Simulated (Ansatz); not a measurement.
An Ansatz (an electronic-structure program) run: TiPd with a change (pressure 0.3 GPa); PBEsol in Ansatz (plane waves to 420 eV, PAW, no spin-orbit coupling).

Input:

Ansatz 0.2 input:
```yaml
crystal:
  lattice:
    - [3.132196006, 0, 0]
    - [0, 3.132196006, 0]
    - [0, 0, 3.132196006]
  atoms:
    - { symbol: Ti, position: [0.5, 0.5, 0.5] }
    - { symbol: Pd, position: [0, 0, 0] }
basis: { ecutwfc: 420, ecutrho_ratio: 4, xc_grid: 2, fft_grid_basis: typed }
kpoints: { mp_grid: { grid: [15, 15, 15] } }
hamiltonian:
  xc: pbesol
  dispersion: none
  pseudopotentials: { kind: paw }
scf: { occupations: { method: fermi_dirac, width: 0.05 } }
relax: { f_tol: 0.01, max_steps: 60, cell: { stress_tol: 0.02, p_target: 0.3 } }
output: { forces: true, stress: true }
checkpoint: { write: state.ck, write_every: 1000 }
```

Output (explanatory and most iteration lines left out):

```
Relaxation: its limit of steps is 60 (relax.max_steps)
Pseudopotential: Ti, paw, valence charge 12
Pseudopotential: Pd, paw, valence charge 18
Crystal: 2 atoms, lattice volume = 30.729 Å³
Basis set: ecut = 420 eV, 619 PW (Γ), exchange–correlation on 48×48×48 points (8 copies of the dense FFT grid, shifted against one another)
Bands: 19, of which v1, the nominal top of the filled ones, is band 15 counted from 1 (14 counted from 0)
Symmetry: 48 space group operations
Space group: Pm-3m (ITA 221), of the structure as read, at distance tolerance 3.1e-5 Å
k-points: 120 of 3375
Functional: x = pbesol(κ = 0.804, μ = 0.12345679012345678), c = pbesol(β = 0.046)
SCF iter   1: F=—  HF=-9381.528601 eV  |F-HF|=—  |Δ(HF+E_count)|=         —  Δρ=9.57e-3  dr2=2.66e-2  ethr=1.77e-3  ⟨swp⟩=5.0  Hψ=9358  notcnv=0
SCF iter   2: F=—  HF=-9381.523298 eV  |F-HF|=—  |Δ(HF+E_count)|=   5.30e-3  Δρ=3.80e-3  dr2=4.43e-3  ethr=8.88e-5  ⟨swp⟩=2.5  Hψ=4096  notcnv=0
SCF 1 converged in 6 iterations: F = -9381.522072 eV  dr2 = 1.17e-10
relax step   1: F+E_penalty+E_count = -9381.52207227 eV  Δ(F+E_penalty+E_count) = +0.000e0 eV  max|allowed force component| = 1.262e-29 eV/Å  Δτ_max = 0.0000 Å  P = +0.000 GPa  Ω = 30.729 Å³  (6 SCF iters, dr2 threshold 1.00e-7 eV, accepted)
[... steps on the carried basis left out ...]
relax step   4: F+E_penalty+E_count = -9381.52202399 eV  Δ(F+E_penalty+E_count) = +9.505e-6 eV  max|allowed force component| = 4.207e-30 eV/Å  Δτ_max = 0.0000 Å  P = +0.300 GPa  Ω = 30.675 Å³  stress off target by 4.72e-4 GPa  SCF on the basis re-selected at this cell (its energy is not comparable with the rows above)  (8 SCF iters)
SCF converged after 8 iterations
Free energy (F): -9381.522024 eV
Internal energy: -9381.499338 eV  (E = F + TS)
E sigma→0 (E₀):  -9381.510681 eV
Entropy (-TS):   -0.022686 eV (-11.343 meV/atom)
Fermi energy:    17.819033 eV
--- Forces (eV/Å), atoms counted from 1 ---
  atom   1  Ti     0.00000000    -0.00000000    -0.00000000
  atom   2  Pd     0.00000000     0.00000000     0.00000000
--- Stress (GPa, compression-positive) ---
        0.299528      -0.000000       0.000000
       -0.000000       0.299528      -0.000000
        0.000000      -0.000000       0.299528
  P = ⅓ Tr σ = 0.2995 GPa (2.995 kbar)
--- Relaxed structure (3 steps of the walk, 3 accepted, 1 SCFs on fresh bases) ---
  cell:  # Å, volume = 30.6753 Å³
    - [3.130373652999034, -1.6049416203226967e-35, -1.2037062152420224e-35]
    - [3.209883240645393e-35, 3.130373652999034, 1.6049416203226965e-35]
    - [4.012354050806741e-36, 1.6049416203226965e-35, 3.130373652999034]
  atoms:
    - { symbol: Ti, position: [0.5, 0.5, 0.5] }
    - { symbol: Pd, position: [9.60752626035091e-37, 8.006271882334477e-38, -8.006271884082077e-38] }
```

Load acts through the strain it causes; cell and atoms are relaxed under it. No phonon test of stability was made. The final runs are not spin-polarised. The cell was made from TiPd in the CsCl type structure (space group Pm-3m, No. 221) by this change: pressure 0.3 GPa.
